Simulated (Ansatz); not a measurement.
# Response to strain in MgSe

The parent structure is MgSe in the rock salt structure (space group Fm-3m, No. 225; a = 5.4724 Å).

Strains are applied to the cell and any free atomic positions relax.

Method: r2SCAN (Ansatz, an electronic-structure program; PAW; 500 eV plane waves; without spin-orbit coupling).

Candidates:
(a) isotropic strain −1.00 %
(b) isotropic strain −3.00 %
(c) isotropic strain −2.50 %

Base values:

| Property | Result |
|---|---|
| Band gap | 2.48 eV |

Problem. Order them by band gap, lowest first.

Solution. (a) isotropic strain −1.00 % (2.53 eV), (c) isotropic strain −2.50 % (2.61 eV), (b) isotropic strain −3.00 % (2.63 eV)

Stability against distortions was not tested.
